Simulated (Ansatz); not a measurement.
The parent structure is BaTiO3 in the cubic perovskite structure (space group Pm-3m, No. 221).

```
CELL_PARAMETERS angstrom
      3.96988     0.00000     0.00000
      0.00000     3.96988     0.00000
      0.00000     0.00000     3.96988
ATOMIC_POSITIONS crystal
  Ba 0.00000 0.00000 0.00000
  Ti 0.50000 0.50000 0.50000
  O  0.50000 0.00000 0.50000
  O  0.00000 0.50000 0.50000
  O  0.50000 0.50000 0.00000
```

Cartesian axes are those of the cell as printed.

Method: PBEsol (Ansatz, a first-principles code, PAW, scalar-relativistic without spin-orbit coupling).

Base values:

The band gap is 1.82 eV.

The change: biaxial strain −0.60 %, plane normal [001], relaxed out of plane (Cartesian); in-plane vectors clamped, the third vector and the atoms free.

**Question.** How does this affect the out-of-plane strain, in-plane stress, energy relative to the base and band gap?

**Answer.** The out-of-plane strain is +0.42 %; the mean in-plane stress (compression positive) is +2.2 GPa; the energy grows by 1.0 meV/atom; the band gap is nearly the same (1.82 eV against 1.81 eV).

Stability against distortions was not tested. The final runs are not spin-polarised. Many cubic perovskites are stable only at high temperature; tilts and polar distortions were not tested. This is not the structure that BaTiO3 has at room temperature and ambient pressure.
